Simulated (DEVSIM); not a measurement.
Device: Cr/SiO2/p-Si capacitor, at 300 K.

Layer 1 from the left is SiO2, thickness (nm) 16.0. Layer 2 from the left is Si, thickness (nm) 3400, Na (cm⁻³) 2.9e16.

Metal gate on the left, work function 4.5 eV. Fixed charge at the semiconductor interface 1.1e11 cm⁻² (in units of +e); no interface traps.

This is a model device: material constants are rounded textbook-type values typed into the input, and sizes, dopings and lifetimes were drawn at random. Values at 300 K.

SiO2: gap (eV) 9, affinity (eV) 0.9, permittivity 3.9. Si: gap (eV) 1.124, affinity (eV) 4.05, permittivity 11.7, Nc (cm⁻³) 2.86e19, Nv (cm⁻³) 3.1e19.

**Question.** Estimate by hand the flat-band voltage, the threshold voltage, and compare with a numerical solution.

**Answer.** 
- Flat-band voltage: C = 0.216 μF/cm², work-function difference -0.494 V; VFB = φms − qNf/C = -0.58 V; numerical -0.58 V.
- Threshold voltage: φF = 0.383 V, depletion charge √(4εqNφF) = 8.58e-8 C/cm²; VT = VFB + 2φF + Qd/C = 0.59 V; numerical 0.59 V.

Model (solved in DEVSIM): 1D Poisson equation in equilibrium, Boltzmann statistics, complete ionisation; no quantum confinement or tunnelling. Metal contacts follow the ideal Schottky-Mott rule: no Fermi-level pinning, no interface dipoles.
